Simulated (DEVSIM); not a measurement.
# CdTe p-i-n diode

Structure: CdTe p-i-n diode, at 300 K.

| layer (left to right) | material | thickness (μm) | Nd (cm⁻³) | Na (cm⁻³) | τn (s) | τp (s) |
|---|---|---|---|---|---|---|
| 1 | CdTe | 0.170 | - | 4.8e17 | 1.4e-9 | 1.4e-9 |
| 2 | CdTe | 1.70 | 1.2e11 | - | 1.4e-9 | 1.4e-9 |
| 3 | CdTe | 2.90 | 3e17 | - | 1.4e-9 | 1.4e-9 |

Left contact: ohmic. Right contact: ohmic. Voltage is applied to the left contact. Recombination: SRH at mid-gap. Mobility is μmin + (μ − μmin)/(1 + (N/Nref)^α).

The device is made up for the run: typed textbook-type constants, with dimensions and the other settings drawn at random. Values at 300 K.

```csv
parameter,CdTe
gap (eV),1.5
affinity (eV),4.28
permittivity,10.2
Nc (cm⁻³),8e17
Nv (cm⁻³),1.8e19
μn (cm²/Vs),1000
μp (cm²/Vs),80
"μn,min",100
"μp,min",10
"Nref,n",1e17
"Nref,p",1e17
αn,0.6
αp,0.6
```

Model (solved in DEVSIM): 1D drift-diffusion, Boltzmann statistics, complete ionisation; no tunnelling, impact ionisation, image-force lowering or self-heating.

| Property | Result |
|---|---|
| Potential step across the device at zero bias | 1.381 V |
| Dark forward voltage at 1 A/cm² | 0.990 V |
| Dark forward voltage at 100 A/cm² | 1.215 V |

Dark forward current:

| V (V) | J (A/cm²) |
|---|---|
| 0.05 | 1.2e-9 |
| 0.10 | 4.2e-9 |
| 0.15 | 1.2e-8 |
| 0.20 | 3.5e-8 |
| 0.25 | 9.9e-8 |
| 0.30 | 2.8e-7 |
| 0.35 | 7.8e-7 |
| 0.40 | 2.2e-6 |
| 0.45 | 6.2e-6 |
| 0.50 | 1.8e-5 |
| 0.55 | 5.1e-5 |
| 0.60 | 0.00015 |
| 0.65 | 0.00044 |
| 0.70 | 0.0013 |
| 0.75 | 0.0040 |
| 0.80 | 0.013 |
| 0.85 | 0.041 |
| 0.90 | 0.13 |
| 0.95 | 0.42 |
| 1.00 | 1.2 |
| 1.05 | 3.4 |
| 1.10 | 9.0 |
| 1.15 | 25 |
| 1.20 | 71 |
| 1.25 | 220 |
| 1.30 | 620 |
| 1.35 | 1500 |
| 1.40 | 2800 |

Dark reverse current:

| V (V) | J (A/cm²) |
|---|---|
| -0.20 | -1.5e-9 |
| -0.50 | -2.8e-9 |
| -1.00 | -4.2e-9 |
| -1.50 | -5.1e-9 |
| -2.00 | -5.7e-9 |
| -3.00 | -6.5e-9 |
| -4.00 | -7.0e-9 |
| -5.00 | -7.4e-9 |
| -6.50 | -7.8e-9 |
| -8.00 | -8.0e-9 |
| -10.00 | -8.2e-9 |
